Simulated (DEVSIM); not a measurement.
Structure: Schottky contact on n-type GaAs, at 300 K.

| layer (left to right) | material | thickness (μm) | Nd (cm⁻³) | τn (s) | τp (s) |
|---|---|---|---|---|---|
| 1 | GaAs | 31.0 | 1.3e16 | 4.5e-10 | 4.5e-10 |

Left contact: Schottky, work function 4.73 eV, emission velocity 1.5e6 cm/s. Right contact: ohmic. Voltage is applied to the left contact. Recombination: SRH at mid-gap, radiative, Auger. Mobility is constant in doping.

Constants are typed, rounded textbook-type inputs, not results; the design itself was drawn at random and stands for no fabricated device. Values at 300 K.

```csv
parameter,GaAs
gap (eV),1.424
affinity (eV),4.07
permittivity,12.9
Nc (cm⁻³),4.7e17
Nv (cm⁻³),9e18
μn (cm²/Vs),8500
μp (cm²/Vs),400
B (cm³/s),2e-10
Cn (cm⁶/s),1e-30
Cp (cm⁶/s),1e-30
```

Model (solved in DEVSIM): 1D drift-diffusion, Boltzmann statistics, complete ionisation; no tunnelling, impact ionisation, image-force lowering or self-heating. Metal contacts follow the ideal Schottky-Mott rule: no Fermi-level pinning, no interface dipoles.

### Question
Tabulate band edges, carrier densities and field at -5.0 V on the left contact.

### Answer
Energies count from the Fermi level of the right contact; mesh points crowd at the junctions.

| x (μm) | Ec (eV) | Ev (eV) | n (cm⁻³) | p (cm⁻³) | field (V/cm) |
|---|---|---|---|---|---|
| 0.000 | 5.660 | 4.236 | 4800 | 1400000 | -140000 |
| 0.01849 | 5.400 | 3.976 | 4900 | 2400 | -140000 |
| 0.05122 | 4.956 | 3.532 | 5100 | 2300 | -130000 |
| 0.1038 | 4.283 | 2.859 | 5500 | 2200 | -120000 |
| 0.2533 | 2.644 | 1.220 | 7200 | 1900 | -96000 |
| 0.4666 | 1.011 | -0.413 | 13000 | 860 | -57000 |
| 0.8441 | 0.096 | -1.328 | 1.2e16 | < 1e2 | -880 |
| 1.784 | 0.093 | -1.331 | 1.3e16 | < 1e2 | ≈ 0 |
| 3.175 | 0.093 | -1.331 | 1.3e16 | < 1e2 | ≈ 0 |
| 5.636 | 0.093 | -1.331 | 1.3e16 | < 1e2 | ≈ 0 |
| 9.590 | 0.093 | -1.331 | 1.3e16 | < 1e2 | ≈ 0 |
| 19.35 | 0.093 | -1.331 | 1.3e16 | < 1e2 | ≈ 0 |
| 24.43 | 0.093 | -1.331 | 1.3e16 | < 1e2 | ≈ 0 |
| 27.30 | 0.093 | -1.331 | 1.3e16 | < 1e2 | ≈ 0 |
| 29.23 | 0.093 | -1.331 | 1.3e16 | < 1e2 | ≈ 0 |
| 30.01 | 0.093 | -1.331 | 1.3e16 | < 1e2 | ≈ 0 |
| 30.45 | 0.093 | -1.331 | 1.3e16 | < 1e2 | ≈ 0 |
| 30.69 | 0.093 | -1.331 | 1.3e16 | < 1e2 | ≈ 0 |
| 30.87 | 0.093 | -1.331 | 1.3e16 | < 1e2 | ≈ 0 |
| 30.94 | 0.093 | -1.331 | 1.3e16 | < 1e2 | ≈ 0 |
| 30.97 | 0.093 | -1.331 | 1.3e16 | < 1e2 | ≈ 0 |
| 31.00 | 0.093 | -1.331 | 1.3e16 | < 1e2 | ≈ 0 |
